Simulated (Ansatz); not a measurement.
Consider the following.

```
CELL_PARAMETERS angstrom
      3.73678     0.00000     0.00000
     -1.86839     3.27545     0.00000
      0.00000     0.00000     6.20765
ATOMIC_POSITIONS crystal
  Zn 0.33303 0.66606 0.00101
  Zn 0.66697 0.33394 0.50101
  S  0.33521 0.67043 0.37399
  S  0.66479 0.32957 0.87399
```

No spin polarisation.

Calculations: DFT with PBEsol, PAW potentials and a 420 eV plane-wave cutoff in Ansatz (a first-principles code), scalar-relativistic without spin-orbit coupling. k-mesh 10×10×6 (Γ-centred); smearing 0.05 eV (Fermi–Dirac).

Task: Predict the band gap and stress.

Result: The band gap is 2.16 eV and the stress (xx, yy, zz, yz, xz, xy; compression positive) is (1.55, 0.74, 0.57, 0.00, 0.00, 0.00) GPa.

The cells carry an imposed strain or load. Whether these cells are dynamically stable was not tested. The cell was made from ZnS in the wurtzite structure (space group P6_3mc, No. 186) by this change: uniaxial strain ε_xx = −1.20 %.
